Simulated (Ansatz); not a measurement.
# Pressure series in ZnCu

Start from ZnCu in the CsCl type structure (space group Pm-3m, No. 221).

```yaml
crystal:
  lattice:
    - [2.96382, 0.00000, 0.00000]
    - [0.00000, 2.96382, 0.00000]
    - [0.00000, 0.00000, 2.96382]
  atoms:
    - { symbol: Zn, position: [0.00000, 0.00000, 0.00000] }
    - { symbol: Cu, position: [0.50000, 0.50000, 0.50000] }
```

Cell and atoms are relaxed at each pressure.

Calculations: PBE (Ansatz, a first-principles code), no spin-orbit coupling.

```csv
P (GPa),V (Å³/atom)
-2.00,13.257
-1.00,13.134
3.02,12.700
7.02,12.340
15.02,11.761
30.00,10.974
50.01,10.240
75.01,9.587
100.00,9.098
```

Q: Fit a third-order Birch–Murnaghan equation of state.

A: Least squares on P(V) = (3B₀/2)[(V₀/V)^(7/3) − (V₀/V)^(5/3)]·[1 + (3/4)(B₀′ − 4)((V₀/V)^(2/3) − 1)] gives V₀ = 13.02 Å³/atom, B₀ = 116 GPa and B₀′ = 4.9.

Measured bulk modulus of ZnCu: 116 GPa (temperature not stated; as listed in Niraj K. Nepal et al., Phys. Rev. B (2020)); the computed value is for a static lattice, so the two differ by thermal effects too.

Load acts through the strain it causes; cell and atoms are relaxed under it. Whether these cells are dynamically stable was not tested. Competing high-pressure phases were not computed. The final runs are not spin-polarised.
